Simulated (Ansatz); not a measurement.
The reference is WS$_{2}$ (space group P6_3/mmc, No. 194; a = 3.115 Å, c = 11.772 Å; layered, stacked along the Cartesian z axis).

Computed with PBEsol-D3(BJ) (Ansatz, a quantum-chemistry and plane-wave program; PAW; 420 eV plane waves; no spin-orbit coupling).

Strains are applied to the cell and any free atomic positions relax.

One change was made to it. Results:

```json
[
 {"quantity": "smallest direct gap", "base": "1.92 eV", "after": "2.00 eV"},
 {"quantity": "largest internal atomic displacement", "base": "–", "after": "0.015 Å"},
 {"quantity": "energy relative to the base (free energy F)", "base": "0 meV/atom", "after": "+1.6 meV/atom"},
 {"quantity": "valence-band top at Γ (three highest levels, from the VBM)", "base": "0.00, -1.26, -1.60 eV", "after": "0.00, -1.23, -1.70 eV"}
]
```

**Question.** What was done to the base?
A. isotropic strain −0.60 %
B. isotropic strain −1.80 %
C. isotropic strain −2.40 %
D. isotropic strain −1.20 %

**Answer.** A, isotropic strain −0.60 %. For comparison, the energy relative to the base in the other runs: isotropic strain −1.20 % gives +6.4 meV/atom; isotropic strain −1.80 % gives +15 meV/atom; isotropic strain −2.40 % gives +27 meV/atom.

Spin-orbit coupling, missing from the scalar runs, can matter with W. Whether these cells are dynamically stable was not tested.
